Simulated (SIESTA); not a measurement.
SIESTA run on W (Im-3m, 1 atom in the cell): self-consistent single point

Level of theory: SIESTA 5.4.2 with GGA PBE, numerical atomic orbitals DZP, PseudoDojo PBE standard norm-conserving potentials (rewritten from UPF to PSML).

This input was run:

```
# files in the folder: W.psml (PseudoDojo PBE standard)
SystemName  W
SystemLabel w

NumberOfAtoms                1
NumberOfSpecies              1
%block ChemicalSpeciesLabel
  1 74 W
%endblock ChemicalSpeciesLabel
LatticeConstant              1.0 Ang
%block LatticeVectors
    -1.572100000    1.572100000    1.572100000
     1.572100000   -1.572100000    1.572100000
     1.572100000    1.572100000   -1.572100000
%endblock LatticeVectors
AtomicCoordinatesFormat      Ang
%block AtomicCoordinatesAndAtomicSpecies
     0.000000000    0.000000000    0.000000000  1
%endblock AtomicCoordinatesAndAtomicSpecies

XC.functional                GGA
XC.authors                   PBE
PAO.BasisSize                DZP
PAO.EnergyShift              0.01 Ry
MeshCutoff                   350 Ry
%block kgrid.MonkhorstPack
    8   0   0  0.0
    0   8   0  0.0
    0   0   8  0.0
%endblock kgrid.MonkhorstPack
OccupationFunction           FD
ElectronicTemperature        0.1 eV

MaxSCFIterations             150
SCF.Mixer.Method             Broyden
SCF.Mixer.Weight             0.1
SCF.Mixer.History            8
SCF.DM.Tolerance             1.0E-04
Diag.ParallelOverK           true
WriteForces                  true
```

Output (repeated stretches shortened):

```
reinit: Reading from file input.fdf

reinit: System Name: W
reinit: System Label: w

coor:   Atomic-coordinates input format  =     Cartesian coordinates
coor:                                          (in Angstroms)

siesta: Atomic coordinates (Bohr) and species
siesta:      0.00000   0.00000   0.00000  1        1

siesta: System type = bulk

initatomlists: Number of atoms, orbitals, and projectors:      1    19    32

siesta: ******************** Simulation parameters ****************************
redata: Spin configuration                          = none
redata: Time-Reversal Symmetry                      = T
redata: Number of Atomic Species                    =        1
redata: Mesh Cutoff                                 =   350.0000 Ry
redata: Net charge of the system                    =     0.0000 |e|
redata: Min. number of SCF Iter                     =        0
redata: Max. number of SCF Iter                     =      150
redata: SCF convergence failure will abort job
redata: SCF mix quantity                            = Hamiltonian
redata: Mix DM or H after convergence               =   F
redata: Recompute H after scf cycle                 =   F
redata: Mix DM in first SCF step                    =   T
redata: No kicks to SCF
redata: DM Mixing Weight for Kicks                  =     0.5000
redata: Require Harris convergence for SCF          =   F
redata: Harris energy tolerance for SCF             =     0.000100 eV
redata: Require DM convergence for SCF              =   T
redata: DM tolerance for SCF                        =     0.000100
redata: Require EDM convergence for SCF             =   F
redata: EDM tolerance for SCF                       =     0.001000 eV
redata: Require H convergence for SCF               =   T
redata: Hamiltonian tolerance for SCF               =     0.001000 eV
redata: Require (free) Energy convergence for SCF   =   F
redata: (free) Energy tolerance for SCF             =     0.000100 eV
redata: Using DFT-D3 dispersion                     =   F
redata: Using Saved Data (generic)                  =   F
redata: Method of Calculation                       = Diagonalization
redata: Electronic Temperature                      =  1160.4518 K
redata: Number of TDED substeps                     =        3
redata: Dynamics option                             = Single-point calculation
redata: Save all siesta data in one NC              =   F
redata: ***********************************************************************

%block SCF.Mixers
  Broyden
%endblock SCF.Mixers

%block SCF.Mixer.Broyden
  # Mixing method
  method broyden

  # Mixing options
  weight 0.1000
  weight.linear 0.1000
  weight.prime 0.1000
  history 8
%endblock SCF.Mixer.Broyden

DM_history_depth set to one: no extrapolation allowed by default for geometry relaxation
Size of DM history Fstack: 1
Total number of electrons:    14.000000
Total ionic charge:    14.000000

* ProcessorY, Blocksize:    1  20

* Orbital distribution balance (max,min):    19    19

k-point displ. along   1 input, could be:     0.00    0.50
k-point displ. along   2 input, could be:     0.00    0.50
k-point displ. along   3 input, could be:     0.00    0.50
 Kpoints in:          320 . Kpoints trimmed:          296

siesta: k-grid: Number of k-points = 296
siesta: k-points from Monkhorst-Pack grid
siesta: k-cutoff (effective) =    10.892 Ang
siesta: k-point supercell and displacements
siesta: k-grid:     8     0     0      0.000
siesta: k-grid:     0     8     0      0.000
siesta: k-grid:     0     0     8      0.000

diag: Algorithm                                     = D&C
diag: Parallel over k                               =   F
diag: Use parallel 2D distribution                  =   F
diag: Parallel block-size                           = 20
diag: Parallel distribution                         =     1 x     1
diag: Used triangular part                          = Lower
diag: Absolute tolerance                            =  0.100E-15
diag: Orthogonalization factor                      =  0.100E-05
diag: Memory factor                                 =  1.0000

superc: Internal auxiliary supercell:     9 x     9 x     9  =     729
superc: Number of atoms, orbitals, and projectors:    729  13851  23328

                        Single-point calculation

superc: Internal auxiliary supercell:     9 x     9 x     9  =     729
superc: Number of atoms, orbitals, and projectors:    729  13851  23328

outcell: Unit cell vectors (Ang):
       -1.572100    1.572100    1.572100
        1.572100   -1.572100    1.572100
        1.572100    1.572100   -1.572100

outcell: Cell vector modules (Ang)   :    2.722957    2.722957    2.722957
outcell: Cell angles (23,13,12) (deg):    109.4712    109.4712    109.4712
outcell: Cell volume (Ang**3)        :     15.5418
new_DM -- step:     1
Initializing Density Matrix...

Attempting to read DM from file... Failed...
DM filled with atomic data:

InitMesh: MESH = 30 x 30 x 30 = 27000
InitMesh: Mesh cutoff (required, used) =   350.000   503.216 Ry

stepf: Fermi-Dirac step function

        iscf     Eharris(eV)        E_KS(eV)     FreeEng(eV)     dDmax    Ef(eV) dHmax(eV)
   scf:    1    -2058.399270    -2062.649059    -2062.657980  1.184496 -2.200899  5.034036
   scf:    2    -2062.946393    -2062.799941    -2062.808337  0.050277 -2.344341  4.265261
   scf:    3    -2063.424770    -2063.180348    -2063.187949  0.245112 -3.161512  0.023252
   scf:    4    -2063.180338    -2063.180344    -2063.187949  0.000856 -3.165152  0.020437
   scf:    5    -2063.180454    -2063.180402    -2063.188008  0.003711 -3.167435  0.010735
   scf:    6    -2063.180413    -2063.180408    -2063.188019  0.003365 -3.172364  0.000964
   scf:    7    -2063.180408    -2063.180408    -2063.188019  0.000163 -3.172648  0.001048
   scf:    8    -2063.180408    -2063.180408    -2063.188019  0.000016 -3.172707  0.000938

SCF Convergence by DM+H criterion
max |DM_out - DM_in|         :     0.0000164968
max |H_out - H_in|      (eV) :     0.0009376649
SCF cycle converged after 8 iterations

Using DM_out to compute the final energy and forces

siesta: E_KS(eV) =            -2063.1804

siesta: E_KS - E_eggbox =     -2063.1804

siesta: Atomic forces (eV/Ang):
     1   -0.000000   -0.000000   -0.000000
   Tot   -0.000000   -0.000000   -0.000000
   Max    0.000000
   Res    0.000000    sqrt( Sum f_i^2 / 3N )
   Max    0.000000    constrained

Stress tensor Voigt[x,y,z,yz,xz,xy] (kbar):     -124.05     -124.05     -124.05        0.04        0.04        0.04
(Free)E + p*V (eV/cell)    -2061.9847
Target enthalpy (eV/cell)    -2063.1880

siesta: Program's energy decomposition (eV):
siesta: Ebs     =      -441.301072
siesta: Eions   =      3738.163597
siesta: Ena     =      1190.475506
siesta: Ekin    =       553.042371
siesta: Enl     =       341.544132
siesta: Eso     =         0.000000
siesta: Edftu   =         0.000000
siesta: DEna    =        40.212723
siesta: DUscf   =         0.917377
siesta: DUext   =         0.000000
siesta: Ex      =      -420.604814
siesta: Ec      =       -30.604106
siesta: Exc     =      -451.208920
siesta: Eharris =     -2063.180408
siesta: Etot    =     -2063.180408
siesta: FreeEng =     -2063.188019

siesta: Stress tensor (static) (eV/Ang**3):
siesta:    -0.077425    0.000026    0.000026
siesta:     0.000026   -0.077425    0.000026
siesta:     0.000026    0.000026   -0.077425

siesta: Cell volume =         15.541771 Ang**3

siesta: Pressure (static):
siesta:                Solid            Molecule  Units
siesta:           0.00084326          0.00084326  Ry/Bohr**3
siesta:           0.07742471          0.07742471  eV/Ang**3
siesta:         124.04806551        124.04806551  kBar
```

The run converged in 8 iterations.

The starting cell has typed, rounded lattice constants, without a prior relaxation at this level. Its lattice was rescaled by up to half a per cent. Spin polarisation is off. Values carry the incompleteness of an atom-centred basis. With a pressure of about 12 GPa the cell is away from its equilibrium volume at this level.
